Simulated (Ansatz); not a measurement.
# Pressure series in Al2Au

The reference is Al2Au (space group Fm-3m, No. 225).

```xyz
3
Lattice="0.0000 3.0300 3.0300 3.0300 0.0000 3.0300 3.0300 3.0300 0.0000" Properties=species:S:1:pos:R:3 pbc="T T T"
Al     1.5150     1.5150     1.5150
Al     4.5449     4.5449     4.5449
Au     0.0000     0.0000     0.0000
```

Cell and atoms are relaxed at each pressure.

The values are results of plane-wave PAW DFT at the PBE level (Ansatz, a program for electronic structure, 420 eV), spin-orbit coupling left out, not measurements.

```tsv
P (GPa)	V (Å³/atom)
-2.00	18.921
-1.00	18.728
0.89	18.393
2.09	18.198
4.49	17.839
8.99	17.260
14.99	16.620
22.49	15.965
29.98	15.420
```

A third-order Birch–Murnaghan fit to these points gives V₀ = 18.55 Å³/atom, B₀ = 106 GPa and B₀′ = 4.6. At pressure 30 GPa the volume is 83.1 % of V₀.

Load acts through the strain it causes; cell and atoms are relaxed under it. No phonon test of stability was made. No other phases were tried under pressure.
